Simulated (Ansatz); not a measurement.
Worked example: relaxation of the atoms of SrSO₄ (R3m, 6 atoms in the cell) in Ansatz (an electronic-structure program).

Method: LDA (PW92), default PAW files made with PBE (plane waves; Ansatz).

The change in words: one atom moved by 0.15 angstrom; relax: default → atoms; relax.f_tol: default → 0.005 eV/Å. Reference geometry:
```yaml
crystal:
  lattice:
    - [0.00000, 3.62242, 3.62242]
    - [3.62242, 0.00000, 3.62242]
    - [3.62242, 3.62242, 0.00000]
  atoms:
    - { symbol: Sr, position: [0.50000, 0.50000, 0.50000] }
    - { symbol: S, position: [0.00000, 0.00000, 0.00000] }
    - { symbol: O, position: [0.88106, 0.88106, 0.88106] }
    - { symbol: O, position: [0.35682, 0.88106, 0.88106] }
    - { symbol: O, position: [0.88106, 0.88106, 0.35682] }
    - { symbol: O, position: [0.88106, 0.35682, 0.88106] }
```

Reference input (self-consistent single point, DFT, LDA (PW92), plane waves, default PAW files made with PBE): basis.ecutwfc = 30.9 Ry; kpoints.mp_grid.grid = 6 6 6; hamiltonian.xc = lda; hamiltonian.pseudopotentials = {kind: paw} (the program's default PAW files); scf.occupations.method = fixed. This run's input differs from it in these lines:

```diff
@@ -6,3 +6,3 @@
   atoms:
-    - { symbol: Sr, position: [0.500000, 0.500000, 0.500000] }
+    - { symbol: Sr, position: [0.511954, 0.511954, 0.511954] }
     - { symbol: S, position: [0.000000, 0.000000, 0.000000] }
@@ -21,2 +21,4 @@
   occupations: { method: fixed }
+relax:
+  f_tol: 0.005
 output:
```

The program printed (abridged):

```
   [... SCF lines of the steps left out ...]
relax step   1: F+E_penalty+E_count = -6536.99498175 eV  Δ(F+E_penalty+E_count) = +0.000e0 eV  max|allowed force component| = 3.744e-1 eV/Å  Δτ_max = 0.0000 Å  (7 SCF iters, dr2 threshold 6.25e-7 eV, accepted)
relax step   2: F+E_penalty+E_count = -6537.02268481 eV  Δ(F+E_penalty+E_count) = -2.770e-2 eV  max|allowed force component| = 2.710e-1 eV/Å  Δτ_max = 0.0864 Å  (6 SCF iters, dr2 threshold 8.76e-6 eV, accepted)
   [... lines left out ...]
relax step   6: F+E_penalty+E_count = -6537.10637301 eV  Δ(F+E_penalty+E_count) = -2.748e-3 eV  max|allowed force component| = 9.241e-2 eV/Å  Δτ_max = 0.0466 Å  (6 SCF iters, dr2 threshold 1.96e-6 eV, accepted)
relax step   7: F+E_penalty+E_count = -6537.10715027 eV  Δ(F+E_penalty+E_count) = -7.773e-4 eV  max|allowed force component| = 1.866e-3 eV/Å  Δτ_max = 0.0073 Å  (5 SCF iters, dr2 threshold 2.11e-6 eV, accepted)
relax step   8: F+E_penalty+E_count = -6537.10715029 eV  Δ(F+E_penalty+E_count) = -1.586e-8 eV  max|allowed force component| = 1.944e-3 eV/Å  Δτ_max = 0.0000 Å  (3 SCF iters, accepted)
the relaxation is at rest under the 6 symmetry operations that the run kept from its start: a minimum is not shown …
Stability not checked: this state was not tested for a lower state beside it, because too few of the mixer's solves of this state at the end of the SCF gave a …
Free energy (F): -6537.107150 eV
Internal energy: -6537.107150 eV  (E = F + TS)
E sigma→0 (E₀):  -6537.107150 eV
Fermi energy:    3.861368 eV
--- Forces (eV/Å), atoms counted from 1 ---
  atom   1  Sr     0.00035066     0.00035066     0.00035066
  atom   2  S     -0.00022018    -0.00022018    -0.00022018
   [... lines left out ...]
    - { symbol: O, position: [0.8764025199552207, 0.8764025199552207, 0.8764025199552207] }
    - { symbol: O, position: [0.3479683936352126, 0.8754470106929323, 0.8754470106929324] }
    - { symbol: O, position: [0.8754470106929323, 0.8754470106929323, 0.3479683936352126] }
    - { symbol: O, position: [0.8754470106929323, 0.3479683936352126, 0.8754470106929324] }
```

The run converged. 

Summary of the result:
- Free energy E − TS (on the zero of these files) = -6537.1072 eV
- Top of the valence band (on the code's own zero) = 3.86 eV
- Gap on the k-point mesh = 3.59 eV
- Pressure = -2.01 GPa
- Largest force (vector length) = 0.002 eV/Å
- Relaxation steps = 8

The starting cell comes from a database of computed structures (which also holds hypothetical and non-ambient phases and stackings), without a prior relaxation at this level. Its lattice was rescaled by up to half a per cent. For this run, on top of that: one atom moved by 0.15 angstrom. The relaxation keeps the symmetry of its start, so its end need not be a minimum. Ansatz's pressure includes its estimate of the finite-basis (Pulay) stress. Without the estimate this run gives -2.70 GPa.

Cost on one core of a shared machine: roughly 50 s.

Keys are those of Ansatz 0.2.
